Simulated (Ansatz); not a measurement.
# Short convergence ladders for CuO (P2, 4 atoms in the cell)

```
CELL_PARAMETERS angstrom
      1.99694    -2.16001     0.00000
      1.99694     2.16001     0.00000
      0.00000     0.00000     5.17140
ATOMIC_POSITIONS crystal
  Cu 0.00000 0.50000 0.00967
  Cu 0.50000 0.00000 0.50000
  O  0.50000 0.50000 0.25000
  O  0.50000 0.50000 0.75000
```

Base method: PBEsol, default PAW files made with PBE (plane waves; Ansatz, a program for electronic structure).

Base settings: basis.ecutwfc = 420 eV; kpoints.mp_grid.grid = 8 8 5; hamiltonian.xc = pbesol; hamiltonian.pseudopotentials = {kind: paw} (the program's default PAW files); scf.occupations.method = fermi_dirac; scf.occupations.width = 0.1 eV.

The count of work is k-points × plane waves × bands × iterations; it is no time. Core times come from one kind of shared machine, to one figure; runs under 30 s give none.

**The cutoff for other potential files**

Level: DFT, PBEsol, plane waves, harder PAW files (source: ansatz) made with PBE.

In this ladder: hamiltonian.pseudopotentials = {kind: paw, source: ansatz}.

The second cell is the first with its lattice scaled by 0.98.

The mesh stays at the base's, so the ladder's end is converged at best in this setting alone.

The first pressure column holds Ansatz's estimate of the finite-basis (Pulay) stress, which hides part of the cutoff error; the other is without it.

Only quantities that move along the ladder and can be compared are tabulated.

| basis.ecutwfc | free energy less the last step's (meV/atom) | energy of the compressed cell less the first (meV/atom) | pressure (GPa) | pressure without the Pulay estimate (GPa) | largest difference of a force vector from the last step's (eV/Å) | count of work / last | core time / last (rough) |
|---|---|---|---|---|---|---|---|
| 420 eV | 1921.03 | 1.94 | -5.02 | -159.17 | 0.108 | 0.10 | – |
| 510 eV | 347.43 | -11.17 | -7.58 | -38.25 | 0.014 | 0.14 | – |
| 650 eV | 29.94 | -10.14 | -7.08 | -10.40 | 0.001 | 0.21 | – |
| 790 eV | 2.33 | -10.24 | -7.13 | -7.42 | 0.000 | 0.28 | 0.3 |
| 930 eV | 0.73 | -10.21 | -7.12 | -7.13 | 0.000 | 0.35 | 0.4 |
| 1115 eV | 0.35 | -10.21 | -7.12 | -7.14 | 0.000 | 0.46 | 0.4 |
| 1395 eV | 0.17 | -10.21 | -7.12 | -7.13 | 0.000 | 0.64 | 0.6 |
| 1860 eV | 0.00 | -10.21 | -7.12 | -7.13 | 0.000 | 1.0 | 1 |

Coarsest basis.ecutwfc that holds the pressure within 0.2 GPa of the last step, with all finer ones: 650 eV, at 0.21 of the last step's count of work; the step before is off by 0.46 GPa.

Coarsest basis.ecutwfc that holds the energy of the compressed cell less the first within 0.5 meV/atom of the last step, with all finer ones: 650 eV, at 0.21 of the last step's count of work; the step before is off by 0.96 meV/atom.

Coarsest basis.ecutwfc that holds the forces within 0.02 eV/Å of the last step, with all finer ones: 510 eV, at 0.14 of the last step's count of work; the step before is off by 0.11 eV/Å.

The energy difference between the two cells stays within 1 meV/atom of the last step's from 510 eV on, the total only from 930 eV on: much of the error is common to both cells and cancels.

At the lowest cutoff the pressure without the Pulay estimate lies 152 GPa under the last step's, the usual sign of Pulay stress in an incomplete plane-wave basis.

**The density cutoff**

The second cell is the first with its lattice scaled by 0.98.

The mesh stays at the base's, so the ladder's end is converged at best in this setting alone.

Only quantities that move along the ladder and can be compared are tabulated.

```csv
basis.ecutrho_ratio,free energy less the last step's (meV/atom),energy of the compressed cell less the first (meV/atom),pressure (GPa),largest difference of a force vector from the last step's (eV/Å)
2,-11.02,-9.22,-5.85,0.009
3,-0.09,-10.17,-7.11,0.000
4,0.00,-10.18,-7.11,0.000
5,0.00,-10.18,-7.11,0.000
6,0.00,-10.18,-7.11,0.000
8,0.00,-10.18,-7.11,0.000
10,0.00,-10.18,-7.11,0.000
12,0.00,-10.18,-7.11,0.000
16,0.00,-10.18,-7.11,0.000
```

Coarsest basis.ecutrho_ratio that holds the energy of the compressed cell less the first within 0.5 meV/atom of the last step, with all finer ones: 3; the step before is off by 0.96 meV/atom.

Coarsest basis.ecutrho_ratio that holds the pressure within 0.05 GPa of the last step, with all finer ones: 3; the step before is off by 1.3 GPa.

Coarsest basis.ecutrho_ratio that holds the forces within 0.005 eV/Å of the last step, with all finer ones: 3; the step before is off by 0.009 eV/Å.

The energy difference between the two cells stays within 1 meV/atom of the last step's from 2 on, the total only from 3 on: much of the error is common to both cells and cancels.

**The relaxed cell against the cutoff**

On CuO (Cccm, 4 atoms in the cell): atoms on their sites.

In this ladder: relax = cell and atoms.

The mesh stays at the base's, so the ladder's end is converged at best in this setting alone.

Only quantities that move along the ladder and can be compared are tabulated.

| basis.ecutwfc | relaxed volume (Å³/atom) | relaxation steps | core time / last (rough) |
|---|---|---|---|
| 295 eV | 10.565 | 98 | 4 |
| 355 eV | 10.659 | 31 | 1 |
| 420 eV | 10.664 | 10 | 0.5 |
| 505 eV | 10.666 | 6 | 0.5 |
| 630 eV | 10.665 | 6 | 0.7 |
| 840 eV | 10.665 | 6 | 1 |

Coarsest basis.ecutwfc that holds the relaxed volume within 0.021 Å³/atom of the last step, with all finer ones: 355 eV; the step before is off by 0.10 Å³/atom.

At the lowest cutoff the cell relaxes to a volume 0.9 % smaller than at the highest. Ansatz relaxes on a stress corrected for the finite basis.

On the base run: the starting cell comes from a database of computed structures (which also holds hypothetical and non-ambient phases and stackings), without a prior relaxation at this level. Its lattice was rescaled by up to half a per cent. One atom was moved a little off its site on purpose. Spin polarisation is off, so a magnetic state, if there is one, cannot be reached. The run gives no clean gap (levels at the Fermi energy touch, overlap or are partly filled at this smearing), which alone does not show that the compound is a metal.

Left out of this page: 2 runs of the series failed or unconverged.

Keys are those of Ansatz 0.2.
